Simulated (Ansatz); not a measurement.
Given:

```
CELL_PARAMETERS angstrom
      2.95921     0.00000     0.00000
      0.00000     4.59984     0.00000
      0.00000     0.00000     4.59984
ATOMIC_POSITIONS crystal
  Ti 0.00000 0.50000 0.50000
  Ti 0.50000 0.00000 0.00000
  O  0.50000 0.69568 0.69568
  O  0.50000 0.30432 0.30432
  O  0.00000 0.19568 0.80432
  O  0.00000 0.80432 0.19568
```

Space group of this cell: P4_2/mnm, rutile. The cell is taken as given; by r2SCAN its mean pressure is -1.0 GPa.

Computed with r2SCAN (plane waves, PAW; Ansatz, a first-principles code).

The current runs along the normal of the first two printed vectors; no spin-orbit coupling. Scaled by the factor s: all lengths (ions clamped). The meshes follow the cell: 10×8×8 and 10×8 across at s = 0.98, 10×8×8 and 10×8 across at s = 1.00, 10×6×6 and 10×6 across at s = 1.02.

```tsv
s	mean pressure (GPa)	band gap (eV)
0.98	16.2	?
1.00	-1.0	2.20
1.02	-13.9	2.04
```

Take the slope of the band gap against ln s from the two given rows, extrapolate to s = 0.98, and say what the run there gives.

Slope = (2.04 − 2.20) / ln 1.02 = -8.08 eV. The line gives 2.20 + (-8.08) × ln 0.98 = 2.36 eV. The run gives 2.36 eV, as the line does.
